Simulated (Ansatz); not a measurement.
The parent structure is CaF$_{2}$ in the fluorite structure (space group Fm-3m, No. 225; a = 5.4391 Å).

Calculations: r2SCAN/PAW in Ansatz (an electronic-structure program), no spin-orbit coupling.

Modification: every lattice vector is shortened by 2.10 %, atoms relaxed at fixed cell.

### Question
What does the calculation give for the energy relative to the base after the change?

### Answer
The energy grows by 16 meV/atom.

### Question
What happens to the mean gap deformation potential ΔEg/Δln V?

### Answer
The mean gap deformation potential ΔEg/Δln V is -6.2 eV.

The cells carry an imposed strain or load. Stability against distortions was not tested.
